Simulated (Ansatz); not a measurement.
The structure below was relaxed with Kohn–Sham DFT with the LDA functional, run in Ansatz (a first-principles code) with PAW and 420 eV plane waves, scalar-relativistic without spin-orbit coupling, at pressure 30 GPa.

```
Al2O3
1.0
    2.29261     1.32364     4.15142
   -2.29261     1.32364     4.15142
    0.00000    -2.64728     4.15142
Al O
4 6
Direct
  0.64817   0.64817   0.64817
  0.14817   0.14817   0.14817
  0.35183   0.35183   0.35183
  0.85183   0.85183   0.85183
  0.75000   0.44310   0.05690
  0.05690   0.75000   0.44310
  0.25000   0.55690   0.94310
  0.55690   0.94310   0.25000
  0.94310   0.25000   0.55690
  0.44310   0.05690   0.75000
```

### Question
Find the space group and the Wyckoff positions.

### Answer
Space group R-3c, hexagonal axes (No. 167); a = 4.585 Å, b = 4.585 Å, c = 12.454 Å, α = 90.00°, β = 90.00°, γ = 120.00°

```tsv
atom	site	symmetry	x	y	z
Al	12c	3.	0.0000	0.0000	0.1482
O	18e	.2	0.3069	0.3069	0.2500
```

### Question
Describe the coordination.

### Answer
The crystal has 30 atoms in its conventional cell. Cell: a = b = 4.585 Å, c = 12.454 Å, α = β = 90.00°, γ = 120.00°. Al sees 3 O at 1.785 Å and 3 O at 1.894 Å (octahedral). O is surrounded by 2 Al at 1.785 Å and 2 Al at 1.894 Å. (Neighbours: up to the widest gap in distance over summed covalent radii, below 1.35, at either atom; cation-cation and far metal-metal contacts left out.)

Load acts through the strain it causes; cell and atoms are relaxed under it. No phonon test of stability was made. No other phases were tried under pressure. The cell was made from Al2O3 in the corundum structure (space group R-3c, No. 167) by this change: pressure 30 GPa.
